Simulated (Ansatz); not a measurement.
The reference is Al2Cu (space group I4/mcm, No. 140; a = 6.059 Å, c = 4.874 Å).

The values are results of plane-wave PAW DFT at the PBE level (Ansatz, a first-principles code, 420 eV), scalar-relativistic without spin-orbit coupling, earlier PAW set, not measurements.

Base values:

* **Lattice parameter a**: 605.9 pm
* **Band gap**: zero

One thing is altered: a hydrostatic pressure of 0.3 GPa.

### Question
Predict the new lattice parameter a and band gap.

### Answer
The lattice parameter a drops by 0.59 pm to 605.4 pm; the band gap is still zero.

Load acts through the strain it causes; cell and atoms are relaxed under it. Whether these cells are dynamically stable was not tested. The final runs are not spin-polarised.
